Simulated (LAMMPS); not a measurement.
Consider a symmetric tilt boundary about [1-10] in CdTe (zinc blende), boundary plane (221) of one grain on (-2-21) of the other (0 K).

All values are model results, not measurements: classical force field (static), pair style sw, file CdTe.sw (LAMMPS).

```yaml
boundary energy (lowest found): 0.266 J/m²
excess_volume: 0.22 Å
"Σ": 9
rotation_about_the_axis: 141.1 °
disorientation (full cubic symmetry): 38.94 °
largest_excess_energy_of_an_atom: 0.28 eV
lattice constant at 0 K: 6.506 Å
cost: roughly 40 core-seconds
```

Potential: file CdTe.sw of the LAMMPS distribution; its header cites Wang, Stroud and Markworth, Phys Rev B, 40, 3129 (1989).

Caution: in zinc blende a boundary also has a polarity, which the axes of the two grains fix.
